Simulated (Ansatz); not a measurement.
Consider Cu in the fcc (Cu type) structure (space group Fm-3m, No. 225; a = 3.564 Å; relaxed with 0.1 eV smearing). Axes: x, y, z lie along the cube axes.

All numbers come from Ansatz (a program for electronic structure) PBEsol, no spin-orbit coupling.

Perturbation: an isotropic linear strain of +2.50 %; the atoms relax in the strained cell.

**Question.** Predict the stress tensor and what it implies for the stiffness.

**Answer.** Stress of the strained cell less that of the base (GPa, compression positive):
```
  -10.3     0.0     0.0
    0.0   -10.3     0.0
    0.0     0.0   -10.3
```

Then B = −ΔP/(ΔV/V₀) with ΔV/V₀ = 0.0769 gives secant stiffness values (nonlinear terms included at this strain): B ≈ 135 GPa.

As a check, the harmonic strain energy −½ V₀ Δσ:ε is 27 meV/atom; the computed energy rise is 30 meV/atom.

Stability against distortions was not tested. All final runs are without spin polarisation.
